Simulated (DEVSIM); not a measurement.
System: Ge n+/n-/n+ resistor, at 300 K.

```
layer (left to right)  material  thickness (μm)  Nd (cm⁻³)  τn (s)  τp (s)
---------------------  --------  --------------  ---------  ------  ------
1                            Ge           0.250     1.5e18    2e-5    2e-5
2                            Ge           0.660       2e12    2e-5    2e-5
3                            Ge           0.140     3.2e17    2e-5    2e-5
```

Left contact: ohmic. Right contact: ohmic. Voltage is applied to the left contact. Recombination: SRH at mid-gap. Mobility is constant in doping.

The device is made up for the run: typed textbook-type constants, with dimensions and the other settings drawn at random. Values at 300 K.

| parameter | Ge |
|---|---|
| gap (eV) | 0.664 |
| affinity (eV) | 4 |
| permittivity | 16 |
| Nc (cm⁻³) | 1.04e19 |
| Nv (cm⁻³) | 6e18 |
| μn (cm²/Vs) | 3900 |
| μp (cm²/Vs) | 1900 |

DEVSIM, 1D drift-diffusion, Boltzmann statistics, complete ionisation; no tunnelling, impact ionisation, image-force lowering or self-heating.

Task: Give the dark forward current.

Result: 
(V (V), J (A/cm²)): (0.05, 870); (0.10, 1800); (0.20, 4000); (0.25, 5200); (0.35, 8100); (0.40, 9700); (0.50, 13000); (0.55, 15000); (0.65, 19000); (0.70, 22000); (0.75, 24000); (0.85, 29000); (0.90, 32000); (1.00, 38000); (1.05, 41000); (1.15, 47000); (1.20, 51000); (1.30, 58000); (1.35, 62000); (1.40, 65000); (1.50, 73000); (1.55, 77000); (1.65, 86000); (1.70, 90000); (1.80, 100000); (1.85, 100000); (1.95, 110000); (2.00, 120000)
